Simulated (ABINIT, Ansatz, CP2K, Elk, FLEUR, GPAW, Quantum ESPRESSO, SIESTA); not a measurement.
CsSiI3 (R3m, 5 atoms in the cell) computed with different codes at matched settings

Self-consistent single point.

```
CELL_PARAMETERS angstrom
      4.24230     2.44930     3.69117
     -4.24230     2.44930     3.69117
      0.00000    -4.89859     3.69117
ATOMIC_POSITIONS crystal
  Cs 0.00101 0.00101 0.00101
  Si 0.46266 0.46266 0.46266
  I  0.50187 0.50187 0.02939
  I  0.02939 0.50187 0.50187
  I  0.50187 0.02939 0.50187
```

All programs got the same cell, k-point mesh and kind of occupations (in Ansatz's words: kpoints.mp_grid.grid = 4 4 4; scf.occupations.method = fermi_dirac; scf.occupations.width = 0.05 eV); potentials, basis and cutoffs are each program's usual ones.

```
code                                                                                                                                 model  pressure (GPa)  largest force (eV/Å)  gap on the mesh (eV)  k-points           cutoff
----------------  ------------------------------------------------------------------------------------------------------------------------  --------------  --------------------  --------------------  --------  ---------------
GPAW                                                                         LDA (Perdew-Wang 92), GPAW PAW datasets LDA (gpaw-data 1.0.1)           -1.70                 0.067                 0.749        13           600 eV
ABINIT                                                                                                  LDA (PW92), PAW (JTH v2.0 LDA PAW)           -1.84                 0.029                 0.737        13            21 Ha
CP2K                                                  LDA (Pade form), GPW, DZVP-MOLOPT-SR-GTH basis, GTH-PADE potentials (GTH_POTENTIALS)           -1.50                 0.109                 0.752        36      grid 500 Ry
Ansatz                                                                                                 LDA (PW92), PAW files made with PBE           -1.80                 0.017                 0.748        13           420 eV
Elk                                  LDA (PW92), all-electron FP-LAPW, Elk's shipped species files, APW+lo basis with extra local orbitals               –                 0.080                 0.746        20         rgkmax 8
Quantum ESPRESSO                                                                       LDA (PZ), GBRV 1.5 ultrasoft (LDA) pseudopotentials           -1.80                 0.033                 0.746        13            40 Ry
FLEUR                                                         LDA (Perdew-Zunger), all-electron FLAPW (FLEUR), scalar-relativistic valence               –                 0.060                 0.753        13  Kmax 4.3 1/bohr
SIESTA            LDA PW92, numerical atomic orbitals DZP, PseudoDojo LDA standard norm-conserving potentials (rewritten from UPF to PSML)           -1.79                 0.235                 0.747        44      grid 300 Ry
```

Size of the force on each atom (eV/Å): Sizes of forces hide their directions.

| code | Cs1 | Si2 | I3 | I4 | I5 |
|---|---|---|---|---|---|
| GPAW | 0.001 | 0.067 | 0.039 | 0.039 | 0.039 |
| ABINIT | 0.001 | 0.029 | 0.015 | 0.015 | 0.015 |
| CP2K | 0.009 | 0.109 | 0.091 | 0.091 | 0.091 |
| Ansatz | 0.001 | 0.017 | 0.006 | 0.006 | 0.006 |
| Elk | 0.020 | 0.080 | 0.025 | 0.025 | 0.025 |
| Quantum ESPRESSO | 0.001 | 0.033 | 0.013 | 0.013 | 0.013 |
| FLEUR | 0.001 | 0.060 | 0.023 | 0.023 | 0.023 |
| SIESTA | 0.017 | 0.235 | 0.141 | 0.141 | 0.141 |

A dash marks a value that a program does not give, or that is left out as unsure.

Gaps are read on the mesh.

The spread over the programs that give each value: pressure within 0.34 GPa; largest force within 0.218 eV/Å; gap on the mesh within 0.016 eV.

The starting cell comes from a database of computed structures (which also holds hypothetical and non-ambient phases and stackings), without a prior relaxation at this level. On Ansatz's run: Spin-orbit coupling is off.

**Question.** Why do the programs differ, and what cannot be compared?

**Answer.** Differences of this kind can come from the potentials, where these differ, and from what each basis and cutoff leave unconverged. The valence holds different numbers of electrons (GPAW 34, ABINIT 34, CP2K 34, Ansatz (a first-principles code) 64, Quantum ESPRESSO 34, FLEUR 64, SIESTA 34). The zero of total energies and Fermi levels follows the potentials and each program's conventions, so they are not compared here. CP2K and SIESTA use small atom-centred bases, whose incompleteness enters pressures, forces and empty levels differently from a plane-wave cutoff. Elk and FLEUR treat all electrons, but the usual bases taken here (sphere radii, linearisation, local orbitals, empty states) were not tested for convergence, so the values are no reference for the others. Ansatz's pressure is given at a fixed set of plane waves, as the other plane-wave codes print theirs. The same LDA comes in different parametrisations, which differ slightly. The programs reduce the same mesh by symmetry to different extents, which changes the work and not the result. In the force vectors, Elk (by 0.111) and SIESTA (by 0.204) lie more than 0.08 eV/Å from the median of the plane-wave programs.

Keys are those of Ansatz 0.2.
